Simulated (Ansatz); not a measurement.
Start from SiC in the zinc blende structure (space group F-43m, No. 216; a = 4.356 Å). Axes: x, y, z lie along the cube axes.

All numbers come from Ansatz (a quantum-chemistry and plane-wave program) r2SCAN, scalar-relativistic without spin-orbit coupling.

Base values:

| Quantity | Value |
|---|---|
| Valley order | X along ⟨100⟩ 1.71 eV |

Now apply this change: tensor shear ε_yz = +0.66 % (engineering shear γ = 0.0132), atoms relaxed at fixed cell.

### Question
Predict the new energy relative to the base and valley order.

### Answer
The energy grows by 1.5 meV/atom; the valley order (the lowest conduction-band minima on the path, energy above the VBM, named in the base's zone) goes from X along ⟨100⟩ 1.71 eV to X along [100] 1.64 eV; X along [001] 1.65 eV.

The levels and masses belong to the bands next to the band gap. The cells carry an imposed strain or load. Stability against distortions was not tested.
